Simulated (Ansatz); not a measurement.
Consider SnC in the rock salt structure (space group Fm-3m, No. 225; a hypothetical phase, not in the database extracts checked; relaxed with 0.1 eV smearing).

```yaml
crystal:
  lattice:
    - [0.00000, 2.37256, 2.37256]
    - [2.37256, 0.00000, 2.37256]
    - [2.37256, 2.37256, 0.00000]
  atoms:
    - { symbol: C, position: [0.00000, 0.00000, 0.00000] }
    - { symbol: Sn, position: [0.50000, 0.50000, 0.50000] }
```

Calculations: PBEsol, PAW, 420 eV (Ansatz, an electronic-structure program; scalar-relativistic without spin-orbit coupling).

For the base:

```
Quantity   Result
--------  -------
Pressure  0.0 GPa
Band gap     zero
```

Perturbation: every lattice vector is stretched by 5.66 %, atoms relaxed at fixed cell.

Problem. Predict the new energy relative to the base, pressure and band gap.

Solution. The energy goes up by 143 meV/atom; the pressure goes from zero to -16.2 GPa; the band gap remains zero.

The cells carry an imposed strain or load. Whether these cells are dynamically stable was not tested. The final runs are not spin-polarised.
